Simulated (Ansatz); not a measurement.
A self-consistent single point of LiMoP₂O₇ (P2_1, 22 atoms in the cell) with Ansatz (a first-principles code).

Method of the run: r2SCAN, default PAW files made with PBE (plane waves; Ansatz).

```xyz
22
Lattice="4.8548 0.0000 0.0000 0.0000 8.3172 0.0000 -2.3076 0.0000 6.5784" Properties=species:S:1:pos:R:3 pbc="T T T"
Mo     0.5116     4.1586     1.4853
Mo     2.0356     0.0000     5.0931
P      1.8898     1.5021     0.1901
P      0.6574     5.6607     6.3883
P      2.8855     2.3712     2.7590
P     -0.3382     6.5298     3.8194
Li     1.9747     3.0275     5.4009
Li     0.5725     7.1861     1.1775
O     -0.5709     2.6615     2.3735
O      3.1181     6.8201     4.2049
O      1.7124     5.6740     0.6335
O      0.8348     1.5154     5.9449
O     -0.2338     5.8279     2.5044
O      2.7810     1.6693     4.0740
O      2.0212     3.6022     2.7800
O      0.5260     7.7608     3.7984
O      1.1507     2.8079     0.0454
O      1.3965     6.9665     6.5330
O      2.2953     1.3249     1.7150
O      0.2519     5.4835     4.8634
O      3.8539     4.4705     0.0507
O     -1.3067     0.3119     6.5278
```

Reference input (self-consistent single point, DFT, r2SCAN, plane waves, default PAW files made with PBE): basis.ecutwfc = 500 eV; kpoints.mp_grid.grid = 5 3 4; hamiltonian.xc = r2scan; hamiltonian.pseudopotentials = {kind: paw} (the program's default PAW files); scf.occupations.method = cold; scf.occupations.width = 0.2 eV. This run's input differs from it in these lines:

Ansatz 0.2 input:
```diff
@@ -29,3 +29,3 @@
 basis:
-  ecutwfc: 500.0
+  ecutwfc: 300.0
 kpoints:
```

The program printed (abridged):

```
SCF iter   1: F=—  HF=-21345.609777 eV  |F-HF|=—  |Δ(HF+E_count)|=         —  Δρ=2.49e-2  dr2=6.22e-1  dr2_τ=2.19e0  ethr=1.77e-3  ⟨swp⟩=6.8  Hψ=9677  notcnv=0  defer=45
all-band conjugate gradients solve this SCF's bands
preconditioner: auto → LDOS
SCF iter   2: F=—  HF=-21346.297553 eV  |F-HF|=—  |Δ(HF+E_count)|=   6.88e-1  S|Δr|=    0.00e0  Δρ=2.75e-2  dr2=1.05e0  dr2_τ=9.87e-2  ethr=4.50e-4  ⟨swp⟩=2.0  Hψ=4006  notcnv=0  defer=306
   [... lines left out ...]
SCF iter  18: F=—  HF=-21346.134556 eV  |F-HF|=—  |Δ(HF+E_count)|=   1.67e-8  S|Δr|=    0.00e0  Δρ=6.97e-6  dr2=1.99e-7  dr2_τ=4.22e-9  ethr=2.08e-10  ⟨swp⟩=2.4  Hψ=3165  notcnv=0  defer=306
SCF iter  19: F=—  HF=-21346.134556 eV  |F-HF|=—  |Δ(HF+E_count)|=   1.55e-8  S|Δr|=    0.00e0  Δρ=4.69e-6  dr2=1.22e-7  dr2_τ=9.57e-10  ethr=1.44e-10  ⟨swp⟩=1.1  Hψ=1717  notcnv=0  defer=306
SCF iter  20: F=-21346.134556 eV  HF=-21346.134556 eV  |F-HF|=4.27e-8  |Δ(HF+E_count)|=   1.80e-8  S|Δr|=    0.00e0  Δρ=5.31e-6  dr2=6.34e-8  dr2_τ=3.12e-9  ethr=7.25e-11  ⟨swp⟩=16.4  Hψ=10523  notcnv=0
SCF 1 converged in 20 iterations: F = -21346.134556 eV  dr2 = 6.34e-8
Stability not checked (fill_not_monotonic)
Free energy (F): -21346.134556 eV
Internal energy: -21345.914540 eV  (E = F + TS)
E sigma→0 (E₀):  -21346.061217 eV
Entropy (-TS):   -0.220016 eV (-10.001 meV/atom)
Fermi energy:    8.083056 eV
--- Forces (eV/Å), atoms counted from 1 ---
  atom   1  Mo    -0.02036295     0.04224446     0.08064925
  atom   2  Mo     0.02036295     0.04224446    -0.08064925
  atom   3  P     -0.17649206     0.18623830     0.48672859
  atom   4  P      0.17649206     0.18623830    -0.48672859
   [... lines left out ...]
  atom  22  O     -0.57070133    -0.89479016    -0.15612531
--- Stress (GPa, compression-positive) ---
        8.290650      -0.000000      -1.297307
       -0.000000       6.622079       0.000000
       -1.297307       0.000000       6.580721
  P = ⅓ Tr σ = 7.1645 GPa (71.645 kbar)
  The stress holds the Pulay correction. Without it, at fixed plane waves, as pw.x and ABINIT print it: P = -16.3481 GPa
```

The run converged in 20 iterations. Against the reference run the free energy goes up by 277 meV/atom, the pressure goes from 6.63 to 7.16 GPa and the largest force goes from 1.836 to 2.005 eV/Å.

The starting cell comes from a database of published, mostly measured structures (it also holds non-ambient and calculated ones), without a prior relaxation at this level. Its lattice was rescaled by a random factor within 2.5 % of one. Spin polarisation is off. Forces in this geometry exceed 1 eV/Å. Ansatz's pressure includes its estimate of the finite-basis (Pulay) stress. Without the estimate this run gives -16.35 GPa. The cutoff lies below the one recommended for these files.

Cost on one core of a shared machine: roughly 2 min.
